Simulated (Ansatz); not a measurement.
Start from RuSi (space group P2_13, No. 198).

```xyz
8
Lattice="4.7047 0.0000 0.0000 0.0000 4.7047 0.0000 0.0000 0.0000 4.7047" Properties=species:S:1:pos:R:3 pbc="T T T"
Ru     0.6089     0.6089     0.6089
Ru     2.9612     1.7435     4.0959
Ru     4.0959     2.9612     1.7435
Ru     1.7435     4.0959     2.9612
Si     3.9407     3.9407     3.9407
Si     1.5884     3.1164     0.7640
Si     0.7640     1.5884     3.1164
Si     3.1164     0.7640     1.5884
```

Cartesian axes are those of the cell as printed.

All numbers come from r2SCAN in Ansatz (plane waves to 500 eV, PAW, no spin-orbit coupling).

Modification: biaxial strain +0.90 %, plane normal [001], relaxed out of plane (Cartesian); in-plane vectors clamped, the third vector and the atoms free.

Q: Estimate the effect on the out-of-plane strain.

A: The out-of-plane strain comes out as -0.92 %.

No phonon test of stability was made.

Ansatz is an electronic-structure program.
